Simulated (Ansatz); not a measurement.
# Defect calculation: Ge_Si in an ordered model of ordered Si6Ge2 alloy

Calculation: PBE, PAW (plane waves to 420 eV; Ansatz, an electronic-structure program). Cell: 64 sites, 2×2×2; final energies on a 2×2×2 shifted mesh. Site at the start: the Si(2,4-fold) site. Charged cells carry a point-charge image correction with potential alignment at far atoms. Dielectric constants: PBE linear response of the host. Host gap at this level: 0.38 eV. Finite-size and sampling errors can reach tenths of an eV here. The semilocal functional narrows the gap, so deep levels can fall outside it. Spin–orbit coupling is left out. Each state is the lowest found from its start.

```csv
charge,moment (μB),largest move off a lattice site (Å),image correction with alignment (eV)
+2†,not spin-polarised,0.05,0.37
+1†,quenched,0.04,0.12
0,not spin-polarised,0.04,0.00
−1†,fractional,0.05,0.04
```

† Not settled in this cell, so no level is given: charge +2: a level filled in part, carriers not clearly localised, level within 0.1 eV of a band edge or past it; charge +1: a level filled in part, carriers not clearly localised, level within 0.1 eV of a band edge or past it; charge −1: fractional moment, carriers not clearly localised, level within 0.1 eV of a band edge or past it.

Starting moments that weren't kept: charge +1 began with 1 μB and ended with 0.0.

Flagged in the runs: a host whose relaxation on this sampling wasn't shown to rest.

All states together cost about 2.4 core-hours (a rough figure).
